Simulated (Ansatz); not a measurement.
# AlN, response to strain

The parent structure is AlN in the zinc blende structure (space group F-43m, No. 216; a = 4.3777 Å). Axes: x, y, z lie along the cube axes.

Strains are applied to the cell and any free atomic positions relax; under biaxial strain the out-of-plane vector relaxes too; under stress the whole cell relaxes.

All numbers come from PBEsol in Ansatz (plane waves to 420 eV, PAW, spin-orbit coupling left out).

Notes on the quantities. energy relative to the base: free energy F.

```json
[
 {"variant": "base", "band gap": "3.19 eV", "smallest direct gap": "4.06 eV", "energy relative to the base": "0 meV/atom"},
 {"variant": "biaxial strain +1.21 %, plane normal [001], relaxed out of plane", "band gap": "3.05 eV", "smallest direct gap": "3.90 eV", "energy relative to the base": "+2.5 meV/atom"},
 {"variant": "biaxial strain +2.21 %, plane normal [001], relaxed out of plane", "band gap": "2.94 eV", "smallest direct gap": "3.77 eV", "energy relative to the base": "+8.0 meV/atom"},
 {"variant": "biaxial strain +2.35 %, plane normal [111], relaxed out of plane", "band gap": "2.99 eV", "smallest direct gap": "3.54 eV", "energy relative to the base": "+17 meV/atom"},
 {"variant": "isotropic strain −1.26 %", "band gap": "3.21 eV", "smallest direct gap": "4.40 eV", "energy relative to the base": "+9.7 meV/atom"},
 {"variant": "uniaxial strain ε_yy = −1.47 %", "band gap": "3.12 eV", "smallest direct gap": "4.15 eV", "energy relative to the base": "+2.0 meV/atom"},
 {"variant": "uniaxial strain ε_yy = +1.31 %", "band gap": "3.15 eV", "smallest direct gap": "3.93 eV", "energy relative to the base": "+1.6 meV/atom"},
 {"variant": "tensor shear ε_yz = +3.77 %", "band gap": "2.69 eV", "smallest direct gap": "3.59 eV", "energy relative to the base": "+33 meV/atom"},
 {"variant": "uniaxial stress, 8 GPa compression along z", "band gap": "[?]", "smallest direct gap": "[?]", "energy relative to the base": "[?]"},
 {"variant": "tensor shear ε_xy = −2.45 %", "band gap": "2.90 eV", "smallest direct gap": "3.79 eV", "energy relative to the base": "+14 meV/atom"}
]
```

Task: What belongs in the blanks?

Result: 
- uniaxial stress, 8 GPa compression along z, band gap: 2.80 eV
- uniaxial stress, 8 GPa compression along z, smallest direct gap: 3.97 eV
- uniaxial stress, 8 GPa compression along z, energy relative to the base: +18 meV/atom

Beyond what the load breaks, stability against distortions was not tested. This is not the structure that AlN has at room temperature and ambient pressure.

Ansatz is a quantum-chemistry and plane-wave program.
